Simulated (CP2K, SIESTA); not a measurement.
A SIESTA input for a self-consistent single point of LiBr (Fm-3m, 2 atoms in the cell) (DFT, LDA PW92, numerical atomic orbitals TZP, PseudoDojo LDA standard norm-conserving potentials (rewritten from UPF to PSML)):

```
# files in the folder: Li.psml Br.psml (PseudoDojo LDA standard)
SystemName  LiBr
SystemLabel libr

NumberOfAtoms                2
NumberOfSpecies              2
%block ChemicalSpeciesLabel
  1 3 Li
  2 35 Br
%endblock ChemicalSpeciesLabel
LatticeConstant              1.0 Ang
%block LatticeVectors
     0.000000000    2.668236000    2.668236000
     2.668236000    0.000000000    2.668236000
     2.668236000    2.668236000    0.000000000
%endblock LatticeVectors
AtomicCoordinatesFormat      Bohr
%block AtomicCoordinatesAndAtomicSpecies
     0.000000000    0.000000000    0.000000000  1
     5.042235276    5.042235276    5.042235276  2
%endblock AtomicCoordinatesAndAtomicSpecies

XC.functional                LDA
XC.authors                   PW92
PAO.BasisSize                TZP
PAO.EnergyShift              0.01 Ry
PAO.Polarization.NonPerturbative true
MeshCutoff                   350 Ry
%block kgrid.MonkhorstPack
   10   0   0  0.0
    0  10   0  0.0
    0   0  10  0.0
%endblock kgrid.MonkhorstPack
OccupationFunction           FD
ElectronicTemperature        116.05 K

MaxSCFIterations             150
SCF.Mixer.Method             Pulay
SCF.Mixer.Weight             0.25
SCF.Mixer.History            8
SCF.DM.Tolerance             1.0E-05
Diag.ParallelOverK           true
WriteForces                  true
```

Task: Give the CP2K input for the same structure, mesh, smearing and functional.

Result: One input that does it (others would too):

```
&GLOBAL
  PROJECT run
  RUN_TYPE ENERGY_FORCE
  PRINT_LEVEL LOW
&END GLOBAL
&FORCE_EVAL
  METHOD Quickstep
  STRESS_TENSOR ANALYTICAL
  &DFT
    BASIS_SET_FILE_NAME BASIS_MOLOPT
    POTENTIAL_FILE_NAME GTH_POTENTIALS
    &QS
      METHOD GPW
      EPS_DEFAULT 1E-10
    &END QS
    &MGRID
      CUTOFF 400
      REL_CUTOFF 50
      NGRIDS 4
    &END MGRID
    &SCF
      SCF_GUESS ATOMIC
      EPS_SCF 1E-6
      MAX_SCF 100
      ADDED_MOS 4
      &DIAGONALIZATION
        ALGORITHM STANDARD
      &END DIAGONALIZATION
      &MIXING
        METHOD BROYDEN_MIXING
        ALPHA 0.4
        NBUFFER 8
      &END MIXING
      &SMEAR ON
        METHOD FERMI_DIRAC
        ELECTRONIC_TEMPERATURE [K] 116.05
      &END SMEAR
    &END SCF
    &KPOINTS
      SCHEME MONKHORST-PACK 10 10 10
      GAMMA_CENTERED T
    &END KPOINTS
    &XC
      &XC_FUNCTIONAL PADE
      &END XC_FUNCTIONAL
    &END XC
    &PRINT
      &MO
        EIGENVALUES T
        OCCUPATION_NUMBERS T
        NDIGITS 8
        FILENAME mo
        &EACH
          QS_SCF 0
        &END EACH
        ADD_LAST NUMERIC
      &END MO
      &MULLIKEN OFF
      &END MULLIKEN
    &END PRINT
  &END DFT
  &SUBSYS
    &CELL
      A 3.77345600 0.00000000 0.00000000
      B 1.88672800 3.26790800 0.00000000
      C 1.88672800 1.08930300 3.08101400
      PERIODIC XYZ
    &END CELL
    &COORD
      SCALED
      Li       0.00000000     0.00000000     0.00000000
      Br       0.50000000     0.50000000     0.50000000
    &END COORD
    &KIND Li
      BASIS_SET DZVP-MOLOPT-SR-GTH
      POTENTIAL GTH-PADE-q3
    &END KIND
    &KIND Br
      BASIS_SET DZVP-MOLOPT-SR-GTH
      POTENTIAL GTH-PADE-q7
    &END KIND
  &END SUBSYS
  &PRINT
    &FORCES ON
    &END FORCES
    &STRESS_TENSOR ON
    &END STRESS_TENSOR
  &END PRINT
&END FORCE_EVAL
```

Basis settings and potentials, where a program has them, do not carry over. This input uses DFT LDA (Pade form), GPW, DZVP-MOLOPT-SR-GTH basis, GTH-PADE potentials (GTH_POTENTIALS). LDA parametrisations can differ slightly between programs. Both were run: pressure -0.40 GPa in SIESTA and 0.06 in CP2K; gap on the mesh 5.219 eV in SIESTA and 5.057 in CP2K.

On SIESTA: the starting cell comes from a database of computed structures (which also holds hypothetical and non-ambient phases and stackings), without a prior relaxation at this level. For this run, on top of that: lattice scaled by 0.98. Values carry the incompleteness of an atom-centred basis.

On CP2K: the starting cell comes from a database of computed structures (which also holds hypothetical and non-ambient phases and stackings), without a prior relaxation at this level. For this run, on top of that: lattice scaled by 0.98. Values carry the incompleteness of an atom-centred basis.
